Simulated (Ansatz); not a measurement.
# CdSe, response to strain

Start from CdSe in the zinc blende structure (space group F-43m, No. 216; a = 6.133 Å). Axes: x, y, z lie along the cube axes.

Strains are applied to the cell and any free atomic positions relax; under biaxial strain the out-of-plane vector relaxes too.

Computed with r2SCAN, PAW, 500 eV (Ansatz, a program for electronic structure; scalar-relativistic without spin-orbit coupling).

Candidates:
(a) biaxial strain +1.00 %, plane normal [001], relaxed out of plane
(b) biaxial strain +2.00 %, plane normal [001], relaxed out of plane
(c) biaxial strain +3.00 %, plane normal [001], relaxed out of plane

Before the change:

```
Item       Result
--------  -------
Band gap  1.04 eV
```

Q: Order them by band gap, lowest first.

A: (c) biaxial strain +3.00 %, plane normal [001], relaxed out of plane (0.87 eV), (b) biaxial strain +2.00 %, plane normal [001], relaxed out of plane (0.92 eV), (a) biaxial strain +1.00 %, plane normal [001], relaxed out of plane (0.98 eV)

Stability against distortions was not tested.
